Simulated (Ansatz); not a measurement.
## Zr: response to strain

Take Zr in the hcp (Mg type) structure (space group P6_3/mmc, No. 194; a = 3.144 Å, c = 5.093 Å; relaxed with 0.1 eV smearing) as the base. Axes: x lies along a and z along c of the hexagonal cell.

Strains are applied to the cell and any free atomic positions relax.

All numbers come from Kohn–Sham DFT with the LDA functional, run in Ansatz (a quantum-chemistry and plane-wave program) with PAW and 420 eV plane waves, no spin-orbit coupling.

Notes on the quantities. energy relative to the base: free energy F.

| uniaxial strain ε_zz (%) | energy relative to the base (meV/atom) |
|---|---|
| -3 | 11.4 |
| -2.5 | 7.8 |
| -2 | 5.0 |
| -1.5 | 2.8 |
| -1 | ? |
| -0.5 | 0.3 |
| 0 | 0.0 |

Task: Fit ΔE = Aε² + Bε³ (ε in %) to the rows shown and predict the withheld row.

Result: Least squares on the printed values gives A = 1.21 and B = -0.019 meV/atom (largest residual 0.0 meV/atom); this predicts 1.2 meV/atom, and the run gives 1.2 meV/atom, in agreement.

Whether these cells are dynamically stable was not tested. All final runs are without spin polarisation.
